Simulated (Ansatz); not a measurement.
Base system: ZnS in the zinc blende structure (space group F-43m, No. 216; a = 5.357 Å).

Computed with PBEsol/PAW in Ansatz (a first-principles code), without spin-orbit coupling.

Before the change:

```
Property                      Value
-------------------  --------------
Electron mass        0.17 mₑ (at Γ)
Lattice parameter a         5.357 Å
Band gap                    2.09 eV
```

Now apply this change: a hydrostatic pressure of 15 GPa.

What does the calculation give for the electron mass, lattice parameter a and band gap after the change?

The electron mass goes from 0.17 mₑ (at Γ) to 0.19 mₑ (at Γ); the lattice parameter a shrinks by 0.2433 Å to 5.113 Å; the band gap increases by 0.620 eV to 2.70 eV.

Load acts through the strain it causes; cell and atoms are relaxed under it. Masses are band curvatures over ±0.01 Å⁻¹ around the edge. No phonon test of stability was made. Measured, ZnS leaves this structure (for rock salt) near 14.7 GPa (temperature not stated; as listed in Datta, Sujoy, Jana, Debnarayan, arXiv (2020)), on rising pressure, with hysteresis.
